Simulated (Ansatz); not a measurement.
For CdGaNO (model structure, started from the AlSiCN type, P3m1, No. 156, 4 atoms in the cell), LDA (Ansatz, a quantum-chemistry and plane-wave program, plane waves, PAW) gives:

lattice constant a: 3.243 Å
c axis length: 5.628 Å
bulk modulus B0: 153 GPa
cohesive energy: 4.61 eV/atom
band gap: 0.62 eV

Task: What does r²SCAN (PAW; Ansatz) give for the same quantities?

Result: 
- lattice constant a: 3.286 Å (grows by 1.3 %)
- lattice parameter c: 5.699 Å (grows by 1.3 %)
- bulk modulus: 144 GPa (decreases by 5.9 %)
- cohesive energy: 3.77 eV/atom (falls by 0.84 eV/atom)
- band gap: 0.87 eV (rises by 0.25 eV)

Changes are worked out from the printed values.

Unless a cell is named, each level is at its own relaxed cell (LDA 12.81, r²SCAN 13.32 Å³/atom).

Spin–orbit coupling is included only where a level's name says +SOC; with heavier elements it mostly lowers gaps and can invert bands. Density-functional gaps are differences of (generalised) Kohn–Sham levels.

Caveats: the bulk modulus is −V dP/dV from two relaxed cells at ±2 % in volume (LDA, r²SCAN). Ansatz's density-functional and Hartree–Fock values are scalar-relativistic unless marked +SOC, with PAW data made under PBE.

A model structure was made by putting elements into a prototype or built by hand; it is no filed structure, need not be a known phase, and can be a saddle point held by its symmetry.
